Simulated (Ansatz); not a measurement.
Consider the following.

End structure of a constructed model of the (0001) surface of hcp Zr (in the relaxation 1 Zr–Zr bonds formed), a layer of Mo in place of the second plane (bottom of the slab: a bare face, its two planes held):

```
CELL_PARAMETERS angstrom
      3.23249     0.00000     0.00000
     -1.61625     2.79942     0.00000
      0.00000     0.00000    29.00000
ATOMIC_POSITIONS crystal
  Zr 0.66667 0.33333 0.28150
  Zr 0.33333 0.66667 0.37064
  Zr 0.66667 0.33333 0.46023
  Zr 0.33333 0.66667 0.55124
  Mo 0.66667 0.33333 0.62557
  Zr 0.33333 0.66667 0.69418
```

Model: 6-atom slab, 12.7 Å thick at the start, 13x13x1 mesh, Fermi-Dirac 0.1 eV, dipole correction, 2 atoms held, the rest relaxed; symmetry of the start imposed; no spin, no spin-orbit, no U. It is one candidate, not shown to be the stable structure of the face.

### Question
Estimate the work function of the top face that PBE in Ansatz (a quantum-chemistry and plane-wave program) returns for this input.

### Answer
3.83 eV
